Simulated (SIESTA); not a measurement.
# Input and output of a self-consistent single point for Au (Fm-3m, 1 atom in the cell) (SIESTA)

Method of the run: GGA PBEsol, numerical atomic orbitals DZP, PseudoDojo PBEsol standard norm-conserving potentials (rewritten from UPF to PSML) in SIESTA 5.4.2.

Input:

```
# files in the folder: Au.psml (PseudoDojo PBEsol standard)
SystemName  Au
SystemLabel au

NumberOfAtoms                1
NumberOfSpecies              1
%block ChemicalSpeciesLabel
  1 79 Au
%endblock ChemicalSpeciesLabel
LatticeConstant              1.0 Bohr
%block LatticeVectors
     0.000000000    3.843476170    3.843476170
     3.843476170    0.000000000    3.843476170
     3.843476170    3.843476170    0.000000000
%endblock LatticeVectors
AtomicCoordinatesFormat      Fractional
%block AtomicCoordinatesAndAtomicSpecies
     0.000000000    0.000000000    0.000000000  1
%endblock AtomicCoordinatesAndAtomicSpecies

XC.functional                GGA
XC.authors                   PBEsol
PAO.BasisSize                DZP
PAO.EnergyShift              0.01 Ry
MeshCutoff                   300 Ry
%block kgrid.MonkhorstPack
    8   0   0  0.0
    0   8   0  0.0
    0   0   8  0.0
%endblock kgrid.MonkhorstPack
OccupationFunction           FD
ElectronicTemperature        0.1 eV

MaxSCFIterations             150
SCF.Mixer.Method             Pulay
SCF.Mixer.Weight             0.2
SCF.Mixer.History            8
SCF.DM.Tolerance             1.0E-04
Diag.ParallelOverK           true
WriteForces                  true
Charge.Mulliken              end
```

The program printed (abridged):

```
reinit: Reading from file input.fdf

reinit: System Name: Au
reinit: System Label: au

coor:   Atomic-coordinates input format  =     Fractional

siesta: Atomic coordinates (Bohr) and species
siesta:      0.00000   0.00000   0.00000  1        1

siesta: System type = bulk

initatomlists: Number of atoms, orbitals, and projectors:      1    19    25

siesta: ******************** Simulation parameters ****************************
redata: Spin configuration                          = none
redata: Time-Reversal Symmetry                      = T
redata: Number of Atomic Species                    =        1
redata: Mesh Cutoff                                 =   300.0000 Ry
redata: Net charge of the system                    =     0.0000 |e|
redata: Min. number of SCF Iter                     =        0
redata: Max. number of SCF Iter                     =      150
redata: SCF convergence failure will abort job
redata: SCF mix quantity                            = Hamiltonian
redata: Mix DM or H after convergence               =   F
redata: Recompute H after scf cycle                 =   F
redata: Mix DM in first SCF step                    =   T
redata: No kicks to SCF
redata: DM Mixing Weight for Kicks                  =     0.5000
redata: Require Harris convergence for SCF          =   F
redata: Harris energy tolerance for SCF             =     0.000100 eV
redata: Require DM convergence for SCF              =   T
redata: DM tolerance for SCF                        =     0.000100
redata: Require EDM convergence for SCF             =   F
redata: EDM tolerance for SCF                       =     0.001000 eV
redata: Require H convergence for SCF               =   T
redata: Hamiltonian tolerance for SCF               =     0.001000 eV
redata: Require (free) Energy convergence for SCF   =   F
redata: (free) Energy tolerance for SCF             =     0.000100 eV
redata: Using DFT-D3 dispersion                     =   F
redata: Using Saved Data (generic)                  =   F
redata: Method of Calculation                       = Diagonalization
redata: Electronic Temperature                      =  1160.4518 K
redata: Number of TDED substeps                     =        3
redata: Dynamics option                             = Single-point calculation
redata: Save all siesta data in one NC              =   F
redata: ***********************************************************************

%block SCF.Mixers
  Pulay
%endblock SCF.Mixers

%block SCF.Mixer.Pulay
  # Mixing method
  method pulay
  variant stable

  # Mixing options
  weight 0.2000
  weight.linear 0.2000
  history 8
%endblock SCF.Mixer.Pulay

DM_history_depth set to one: no extrapolation allowed by default for geometry relaxation
Size of DM history Fstack: 1
Total number of electrons:    19.000000
Total ionic charge:    19.000000

* ProcessorY, Blocksize:    1  20

* Orbital distribution balance (max,min):    19    19

k-point displ. along   1 input, could be:     0.00    0.50
k-point displ. along   2 input, could be:     0.00    0.50
k-point displ. along   3 input, could be:     0.00    0.50
 Kpoints in:          320 . Kpoints trimmed:          296

siesta: k-grid: Number of k-points = 296
siesta: k-points from Monkhorst-Pack grid
siesta: k-cutoff (effective) =    11.505 Ang
siesta: k-point supercell and displacements
siesta: k-grid:     8     0     0      0.000
siesta: k-grid:     0     8     0      0.000
siesta: k-grid:     0     0     8      0.000

diag: Algorithm                                     = D&C
diag: Parallel over k                               =   F
diag: Use parallel 2D distribution                  =   F
diag: Parallel block-size                           = 20
diag: Parallel distribution                         =     1 x     1
diag: Used triangular part                          = Lower
diag: Absolute tolerance                            =  0.100E-15
diag: Orthogonalization factor                      =  0.100E-05
diag: Memory factor                                 =  1.0000

superc: Internal auxiliary supercell:     5 x     5 x     5  =     125
superc: Number of atoms, orbitals, and projectors:    125   2375   3125

                        Single-point calculation

superc: Internal auxiliary supercell:     5 x     5 x     5  =     125
superc: Number of atoms, orbitals, and projectors:    125   2375   3125

outcell: Unit cell vectors (Ang):
        0.000000    2.033880    2.033880
        2.033880    0.000000    2.033880
        2.033880    2.033880    0.000000

outcell: Cell vector modules (Ang)   :    2.876341    2.876341    2.876341
outcell: Cell angles (23,13,12) (deg):     60.0000     60.0000     60.0000
outcell: Cell volume (Ang**3)        :     16.8270
new_DM -- step:     1
Initializing Density Matrix...

Attempting to read DM from file... Failed...
DM filled with atomic data:

InitMesh: MESH = 30 x 30 x 30 = 27000
InitMesh: Mesh cutoff (required, used) =   300.000   450.978 Ry

stepf: Fermi-Dirac step function

        iscf     Eharris(eV)        E_KS(eV)     FreeEng(eV)     dDmax    Ef(eV) dHmax(eV)
   scf:    1    -4001.613359    -4007.018646    -4007.046947  1.942505  0.909361 11.642503
   scf:    2    -4011.243265    -4009.322643    -4009.350632  0.378502 -0.112111  6.398798
   scf:    3    -4010.747033    -4010.300232    -4010.317409  0.389605 -1.248431  0.098007
   scf:    4    -4010.299110    -4010.299861    -4010.316854  0.012411 -1.315193  0.118903
   scf:    5    -4010.300066    -4010.300154    -4010.317481  0.007751 -1.324607  0.005063
   scf:    6    -4010.300181    -4010.300167    -4010.317482  0.000210 -1.320877  0.009486
   scf:    7    -4010.300199    -4010.300184    -4010.317484  0.000588 -1.323054  0.000323
mix: Pulay -- inversion failed, > SVD [rank/size] 3 / 6
   scf:    8    -4010.300183    -4010.300184    -4010.317484  0.000014 -1.322990  0.000085

SCF Convergence by DM+H criterion
max |DM_out - DM_in|         :     0.0000136808
max |H_out - H_in|      (eV) :     0.0000853633
SCF cycle converged after 8 iterations

Using DM_out to compute the final energy and forces

siesta: E_KS(eV) =            -4010.3002

siesta: E_KS - E_eggbox =     -4010.3002

siesta: Atomic forces (eV/Ang):
     1    0.000000   -0.000000    0.000000
   Tot    0.000000   -0.000000    0.000000
   Max    0.000000
   Res    0.000000    sqrt( Sum f_i^2 / 3N )
   Max    0.000000    constrained

Stress tensor Voigt[x,y,z,yz,xz,xy] (kbar):       -5.49       -5.49       -5.49       -0.03       -0.03       -0.03
(Free)E + p*V (eV/cell)    -4010.2598
Target enthalpy (eV/cell)    -4010.3175

siesta: Program's energy decomposition (eV):
siesta: Ebs     =      -627.052851
siesta: Eions   =      5080.206494
siesta: Ena     =       490.918446
siesta: Ekin    =      1155.199911
siesta: Enl     =        64.564314
siesta: Eso     =         0.000000
siesta: Edftu   =         0.000000
siesta: DEna    =        41.176790
siesta: DUscf   =         1.525172
siesta: DUext   =         0.000000
siesta: Ex      =      -639.637280
siesta: Ec      =       -43.841042
siesta: Exc     =      -683.478322
siesta: Eharris =     -4010.300183
siesta: Etot    =     -4010.300184
siesta: FreeEng =     -4010.317484

siesta: Stress tensor (static) (eV/Ang**3):
siesta:    -0.003429   -0.000021   -0.000021
siesta:    -0.000021   -0.003429   -0.000021
siesta:    -0.000021   -0.000021   -0.003429

siesta: Cell volume =         16.826972 Ang**3

siesta: Pressure (static):
siesta:                Solid            Molecule  Units
siesta:           0.00003734          0.00003734  Ry/Bohr**3
siesta:           0.00342855          0.00342855  eV/Ang**3
siesta:           5.49313846          5.49313846  kBar

mulliken: Atomic and Orbital Populations:

Species: Au
Atom  Qatom  Qorb
               5s      6s      6s      5py     5pz     5px     6py     6pz
               6px     5dxy    5dyz    5dz2    5dxz    5dx2-y2 5dxy    5dyz
               5dz2    5dxz    5dx2-y2
   1 19.000   2.013   1.583  -0.503   2.002   2.002   2.002   0.228   0.228
              0.228   1.660   1.660   1.715   1.660   1.715   0.160   0.160

              0.164   0.160   0.164

mulliken: Qtot =       19.000

Mulliken Atomic Populations:
Atom #   charge [q] valence [e]  Species
     1    -0.000000   19.000000  Au
 Total    -0.000000
```

The run converged in 8 iterations.

The starting cell has typed, rounded lattice constants, without a prior relaxation at this level. Its lattice was rescaled by up to half a per cent. Values carry the incompleteness of an atom-centred basis.
